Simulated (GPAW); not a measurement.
A self-consistent single point of Ti3In (I4/mmm, 4 atoms in the cell) with GPAW.

Computed with LDA (Perdew-Wang 92), GPAW PAW datasets LDA (gpaw-data 1.0.1) (plane waves; GPAW).

The change in words: lattice scaled by 0.98. Reference geometry:
```yaml
crystal:
  lattice:
    - [-2.01361, 2.01361, 4.30186]
    - [2.01361, -2.01361, 4.30186]
    - [2.01361, 2.01361, -4.30186]
  atoms:
    - { symbol: Ti, position: [0.75000, 0.25000, 0.50000] }
    - { symbol: Ti, position: [0.25000, 0.75000, 0.50000] }
    - { symbol: Ti, position: [0.50000, 0.50000, 0.00000] }
    - { symbol: In, position: [0.00000, 0.00000, 0.00000] }
```

Reference input (self-consistent single point, DFT LDA (Perdew-Wang 92), plane waves, GPAW PAW datasets LDA (gpaw-data 1.0.1)): mode = pw; ecut = 850 eV; xc = LDA; kpts = 8 8 8; mesh shift (steps) = 0 0 0; occupations.name = fermi-dirac; occupations.width = 0.1 eV; nbands = -8; convergence.forces = 0.001 eV/Å; symmetry.symmorphic = false; symmetry.tolerance = 0.0005; maxiter = 150. This run's input differs from it in these lines:

```diff
@@ -5,5 +5,5 @@
 atoms = Atoms(['Ti', 'Ti', 'Ti', 'In'],
-              cell=[[-2.013606, 2.013606, 4.301859],
-                    [2.013606, -2.013606, 4.301859],
-                    [2.013606, 2.013606, -4.301859]],
+              cell=[[-1.973334, 1.973334, 4.215822],
+                    [1.973334, -1.973334, 4.215822],
+                    [1.973334, 1.973334, -4.215822]],
               scaled_positions=[[0.750000, 0.250000, 0.500000],
```

Log, with long lists cut:

```
     iter     time        total  log10-change:
                         energy   eigst   dens  force
iter:   1 --:--:--   -27.535248
iter:   2 --:--:--   -27.423867   -1.05  -1.42
iter:   3 --:--:--   -26.784902   -1.01  -1.44
iter:   4 --:--:--   -26.730381   -1.55  -1.71
iter:   5 --:--:--   -26.856275   -1.32  -1.93
iter:   6 --:--:--   -26.754457   -2.11  -2.08
iter:   7 --:--:--   -26.740761   -1.99  -2.24
iter:   8 --:--:--   -26.737383c  -3.06  -2.74
iter:   9 --:--:--   -26.737005c  -3.66  -2.86
iter:  10 --:--:--   -26.738498c  -3.13  -2.86
iter:  11 --:--:--   -26.736265c  -3.33  -2.88
iter:  12 --:--:--   -26.736726c  -3.96  -3.11
iter:  13 --:--:--   -26.736533c  -4.73  -3.22
iter:  14 --:--:--   -26.736263c  -4.70  -3.32
iter:  15 --:--:--   -26.736383c  -4.66  -3.57
iter:  16 --:--:--   -26.736391c  -5.21  -3.82
iter:  17 --:--:--   -26.736350c  -5.41  -3.84
iter:  18 --:--:--   -26.736366c  -5.84  -4.30c
iter:  19 --:--:--   -26.736359c  -6.45  -4.38c
iter:  20 --:--:--   -26.736358c  -6.79  -4.44c
iter:  21 --:--:--   -26.736358c  -7.13  -4.49c
iter:  22 --:--:--   -26.736355c  -7.50c -4.54c
iter:  23 --:--:--   -26.736361c  -7.81c -4.62c -16.95c
Converged after 23 iterations.

Dipole moment: (0.000000, 0.000000, 0.000000) |e|*Ang

Energy contributions relative to reference atoms: (reference = -229356.137600)

Kinetic:        +36.747257
Potential:      -30.483472
External:        +0.000000
XC:             -33.037856
Entropy (-ST):   -0.130018
Local:           +0.102719
SIC:             +0.000000
--------------------------
Free energy:    -26.801370
Extrapolated:   -26.736361

Showing only first 2 kpts
 Kpt  Band  Eigenvalues  Occupancy
  0    22      8.56607    1.99990
  0    23      9.32923    1.81824
  0    24      9.90726    0.05993
  0    25      9.90726    0.05993

  1    22      8.81094    1.99888
  1    23      9.51426    1.22255
  1    24      9.62864    0.66757
  1    25      9.64436    0.59956

Fermi level: 9.55953

No gap
No difference between direct/indirect transitions
Energy (eV): -26.736361

Forces in eV/Ang:
  0 Ti   -0.00000   -0.00000    0.00000
  1 Ti   -0.00000   -0.00000    0.00000
  2 Ti   -0.00000   -0.00000    0.00000
  3 In   -0.00000    0.00000    0.00000

Stress tensor:
    -0.022370     0.000000     0.000000
     0.000000    -0.022370     0.000000
     0.000000     0.000000    -0.023246
Stress (GPa, Voigt): [-3.5841 -3.5841 -3.7244  0.      0.      0.    ]
```

The run converged in 23 iterations. GPAW prints stress with tension positive. Against the reference run the free energy falls by 1.2 meV/atom and the pressure goes from -3.98 to 3.63 GPa.

The starting cell comes from a database of computed structures (which also holds hypothetical and non-ambient phases and stackings), without a prior relaxation at this level. Its lattice was rescaled by a random factor within 2.5 % of one. For this run, on top of that: lattice scaled by 0.98. Spin polarisation is off. With a pressure of about 4 GPa the cell is away from its equilibrium volume at this level.

Cost on one core of a shared machine: roughly 9 min.
